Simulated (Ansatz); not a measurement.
TaN (Fm-3m, No. 225; start mp-251; another space group than a measured phase of this formula): properties by level of theory

| level (code) | lattice parameter a (Å) | cohesive energy (eV/atom) |
|---|---|---|
| LDA (Ansatz) | 4.348 | 8.96 |
| PBEsol (Ansatz) | [?] | [?] |
| PBE-D3(BJ) (Ansatz) | 4.385 | 8.01 |
| r²SCAN (Ansatz) | 4.396 | 7.33 |
| r²SCAN+rVV10 (Ansatz) | 4.387 | 7.62 |

Problem. Some entries are withheld; supply them.

Solution. 
- PBEsol (Ansatz, a quantum-chemistry and plane-wave program), lattice parameter a (Å): 4.376
- PBEsol (Ansatz), cohesive energy (eV/atom): 8.24

Caveats: the relaxation could not lower the start's symmetry, so the cell can be a saddle point above a distorted one (LDA, PBEsol, PBE-D3(BJ), r²SCAN, r²SCAN+rVV10). Ansatz's density-functional and Hartree–Fock values are scalar-relativistic unless marked +SOC, with PAW data made under PBE.

Computed values are for the static lattice.

A start named mp-… is a Materials Project structure, which can be a computed phase never made.
